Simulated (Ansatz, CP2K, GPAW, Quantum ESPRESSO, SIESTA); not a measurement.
# K₂SnHgTe₄ (I-42m, 8 atoms in the cell) computed with different codes at matched settings

Self-consistent single point.

```yaml
crystal:
  lattice:
    - [-4.39353, 4.39353, 3.73584]
    - [4.39353, -4.39353, 3.73584]
    - [4.39353, 4.39353, -3.73584]
  atoms:
    - { symbol: K, position: [0.50000, 0.00000, 0.50000] }
    - { symbol: K, position: [0.00000, 0.50000, 0.50000] }
    - { symbol: Sn, position: [0.00000, 0.00000, 0.00000] }
    - { symbol: Hg, position: [0.50000, 0.50000, 0.00000] }
    - { symbol: Te, position: [0.58681, 0.93755, 0.00000] }
    - { symbol: Te, position: [0.06245, 0.06245, 0.64926] }
    - { symbol: Te, position: [0.93755, 0.58681, 0.00000] }
    - { symbol: Te, position: [0.41319, 0.41319, 0.35074] }
```

All programs got the same cell, k-point mesh and kind of occupations (some realise fixed ones as a very narrow smearing) (in Ansatz's words: kpoints.mp_grid.grid = 3 3 3; scf.occupations.method = fixed); potentials, basis and cutoffs are each program's usual ones.

```csv
code,model,pressure (GPa),largest force (eV/Å),gap on the mesh (eV),k-points,cutoff
Ansatz,"LDA (PW92), default PAW files made with PBE",-2.95,0.324,0.981,6,420 eV
CP2K,"LDA (Pade form), GPW, DZVP-MOLOPT-SR-GTH basis, GTH-PADE potentials (GTH_POTENTIALS)",-2.66,0.292,0.995,14,grid 500 Ry
SIESTA,"LDA PW92, numerical atomic orbitals DZP, PseudoDojo LDA standard norm-conserving potentials (rewritten from UPF to PSML)",-2.37,0.184,1.005,14,grid 400 Ry
Quantum ESPRESSO,"LDA (PZ), GBRV 1.5 ultrasoft (LDA) pseudopotentials",-3.15,0.281,0.958,6,40 Ry
GPAW,"LDA (Perdew-Wang 92), GPAW PAW datasets LDA (gpaw-data 1.0.1)",-3.07,0.362,0.988,6,550 eV
```

Gaps are read on the mesh. Another mesh or the band path gives a smaller gap, so these values are not converged in the mesh.

The spread over the programs that give each value: pressure within 0.78 GPa; largest force within 0.178 eV/Å; gap on the mesh within 0.047 eV.

The starting cell comes from a database of computed structures (which also holds hypothetical and non-ambient phases and stackings), without a prior relaxation at this level. On Ansatz's run: Spin-orbit coupling is off. Another mesh or the band path of this cell gives a smaller gap, so this value is not converged in the mesh.

Problem. Why do the programs differ, and what cannot be compared?

Solution. Differences of this kind can come from the potentials, where these differ, and from what each basis and cutoff leave unconverged. The valence holds different numbers of electrons (Ansatz (an electronic-structure program) 116, CP2K 58, SIESTA 116, Quantum ESPRESSO 68, GPAW 74). The zero of total energies and Fermi levels follows the potentials and each program's conventions, so they are not compared here. CP2K and SIESTA use small atom-centred bases, whose incompleteness enters pressures, forces and empty levels differently from a plane-wave cutoff. Ansatz's pressure is given at a fixed set of plane waves, as the other plane-wave codes print theirs. The same LDA comes in different parametrisations, which differ slightly. The programs reduce the same mesh by symmetry to different extents, which changes the work and not the result. In the force vectors, SIESTA (by 0.364) lies more than 0.08 eV/Å from the median of the plane-wave programs.

Left out of this page: ABINIT and FLEUR (stopped by limits of time or memory).

Keys are those of Ansatz 0.2.
